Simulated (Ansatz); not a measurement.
The starting structures come from a database of crystals and need not be the phases stable at ambient conditions.

Inside the gap of an insulator the Bloch states are evanescent, with a wavenumber k + iκ along the transport direction.

Here is the system:

```yaml
crystal:
  lattice:
    - [8.09271, 0.00711, 0.02615]
    - [0.54921, 8.60300, -0.01400]
    - [-2.91327, 0.24634, 3.89773]
  atoms:
    - { symbol: Li, position: [0.00000, 0.50000, 0.50000] }
    - { symbol: In, position: [0.50000, 0.50000, 0.00000] }
    - { symbol: I, position: [0.80483, 0.15804, 0.31925] }
    - { symbol: I, position: [0.19517, 0.84196, 0.68075] }
    - { symbol: I, position: [0.28115, 0.23738, 0.28978] }
    - { symbol: I, position: [0.71885, 0.76262, 0.71022] }
    - { symbol: O, position: [0.62408, 0.07125, 0.36999] }
    - { symbol: O, position: [0.37592, 0.92875, 0.63001] }
    - { symbol: O, position: [0.04523, 0.10139, 0.75375] }
    - { symbol: O, position: [0.95477, 0.89861, 0.24625] }
    - { symbol: O, position: [0.49244, 0.30536, 0.71661] }
    - { symbol: O, position: [0.50756, 0.69464, 0.28339] }
    - { symbol: O, position: [0.06229, 0.30931, 0.28130] }
    - { symbol: O, position: [0.93771, 0.69069, 0.71870] }
    - { symbol: O, position: [0.77149, 0.36325, 0.41957] }
    - { symbol: O, position: [0.22851, 0.63675, 0.58043] }
    - { symbol: O, position: [0.26646, 0.39956, 0.02265] }
    - { symbol: O, position: [0.73354, 0.60044, 0.97735] }
```

Space group of this cell: P-1. The cell was relaxed by PBE-D3(BJ); by r2SCAN its mean pressure is -3.0 GPa.

Transport runs along the normal of the first two printed cell vectors.

The gap is the functional's own, uncorrected, and κ follows it; spin-orbit coupling is left out. Mid-gap values are interpolated between the computed energies.

Problem. Estimate the band gap and the smallest decay constant κ at mid-gap that r2SCAN (Ansatz, a quantum-chemistry and plane-wave program) returns for this system.

Solution. Gap 3.63 eV on a 6×4×8 mesh; κ = 0.394 1/Å, at (0.000, 0.500) of the in-plane reciprocal vectors. At the zone centre, at the nearest computed energy, the slowest state has κ = 0.42 1/Å.
